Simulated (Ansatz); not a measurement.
Ta5Si3: uniaxial strain ε_xx = +3.00 %

The parent structure is Ta5Si3 (space group I4/mcm, No. 140; a = 6.504 Å, c = 11.814 Å). Axes: x, y, z lie along a, b, c of the conventional cell.

One thing is altered: the cell is stretched by 3.00 % along x with no lateral relaxation; the atoms relax in the strained cell.

All numbers come from DFT with PBEsol, PAW potentials and a 420 eV plane-wave cutoff in Ansatz (a program for electronic structure), spin-orbit coupling left out. k-mesh 8×8×8 (Γ-centred); smearing 0.05 eV (Fermi–Dirac).

The volume per atom rises by 0.468 Å³ to 16.08 Å³ and the shortest interatomic distance grows by 0.038 Å (2.395 Å → 2.433 Å). The energy rises by 18 meV/atom and the pressure (mean of the normal stresses, compression positive) goes from zero to -6.3 GPa. The band gap stays zero and the stress (xx, yy, zz, yz, xz, xy; compression positive) amounts to (-11.8, -3.2, -3.9, 0.0, 0.0, 0.0) GPa (rough).

Final structure:

```
CELL_PARAMETERS angstrom
     -3.34931     3.25176     5.90702
      3.34931    -3.25176     5.90702
      3.34931     3.25176    -5.90702
ATOMIC_POSITIONS crystal
  Ta 0.01464 0.18526 0.49967
  Ta 0.98536 0.81474 0.50033
  Ta 0.18559 0.68526 0.17062
  Ta 0.81441 0.31474 0.82938
  Ta 0.68559 0.51497 0.50033
  Ta 0.31441 0.48503 0.49967
  Ta 0.51464 0.01497 0.82938
  Ta 0.48536 0.98503 0.17062
  Ta 0.50000 0.50000 0.00000
  Ta 0.00000 0.00000 0.00000
  Si 0.13011 0.63051 0.76062
  Si 0.86989 0.36949 0.23938
  Si 0.63011 0.86949 0.49961
  Si 0.36989 0.13051 0.50039
  Si 0.75000 0.75000 0.00000
  Si 0.25000 0.25000 0.00000
```

Without a gap, meshes like the base's 8×8×8 leave anisotropic stresses uncertain by several tenths of a GPa, and small strain energies with them. Stability against distortions was not tested. All final runs are without spin polarisation.
